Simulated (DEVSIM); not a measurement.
System: Schottky contact on n-type Si, at 350 K.

| layer (left to right) | material | thickness (μm) | Nd (cm⁻³) | τn (s) | τp (s) |
|---|---|---|---|---|---|
| 1 | Si | 0.680 | 7.2e16 | 7.8e-7 | 7.8e-7 |

Left contact: Schottky, work function 4.69 eV, emission velocity 2.6e6 cm/s. Right contact: ohmic. Voltage is applied to the left contact. Recombination: SRH at mid-gap, radiative, Auger. Gap narrowing is on: ΔEg = 6.92 meV × (l + √(l² + 0.5)), l = ln(N/1.3e17 cm⁻³), shared equally by both band edges. Mobility is μmin + (μ − μmin)/(1 + (N/Nref)^α).

This is a model device: material constants are rounded textbook-type values typed into the input, and sizes, dopings and lifetimes were drawn at random. Values at 300 K; Nc and Nv go as T^1.5, mobilities as T to minus their exponent, the gap by Varshni's rule with the affinity fixed.

| parameter | Si |
|---|---|
| gap (eV) | 1.124 |
| affinity (eV) | 4.05 |
| permittivity | 11.7 |
| Nc (cm⁻³) | 2.86e19 |
| Nv (cm⁻³) | 3.1e19 |
| μn (cm²/Vs) | 1417 |
| μp (cm²/Vs) | 470 |
| μn,min | 52 |
| μp,min | 45 |
| Nref,n | 9.7e16 |
| Nref,p | 2.2e17 |
| αn | 0.68 |
| αp | 0.72 |
| T exponent of μn | 2.3 |
| T exponent of μp | 2.2 |
| B (cm³/s) | 4.7e-15 |
| Cn (cm⁶/s) | 2.8e-31 |
| Cp (cm⁶/s) | 9.9e-32 |
| Varshni α (eV/K) | 0.000473 |
| Varshni β (K) | 636 |

DEVSIM, 1D drift-diffusion, Boltzmann statistics, complete ionisation; no tunnelling, impact ionisation, image-force lowering or self-heating. Metal contacts follow the ideal Schottky-Mott rule: no Fermi-level pinning, no interface dipoles.

Base results: largest field in the device at zero bias (V/cm) 96000; potential step across the device at zero bias (V) 0.451; dark forward voltage at 100 A/cm² (V) 0.283.

Q: What follows from this one change: doping Nd of layer 1 7.2e+16 → 7.2e+17 cm^-3?

A: largest field in the device at zero bias 96000 → 320000 V/cm; potential step across the device at zero bias 0.451 → 0.510 V; dark forward voltage at 100 A/cm² 0.283 → 0.270 V.

Q: What follows from this one change: metal work function 4.69 → 4.54 eV?

A: largest field in the device at zero bias 96000 → 77000 V/cm; potential step across the device at zero bias 0.451 → 0.301 V; dark forward voltage at 100 A/cm² 0.283 → 0.134 V.

Q: What follows from this one change: temperature 350 → 250 K?

A: largest field in the device at zero bias 96000 → 100000 V/cm; potential step across the device at zero bias 0.451 → 0.516 V; dark forward voltage at 100 A/cm² 0.283 → 0.395 V.
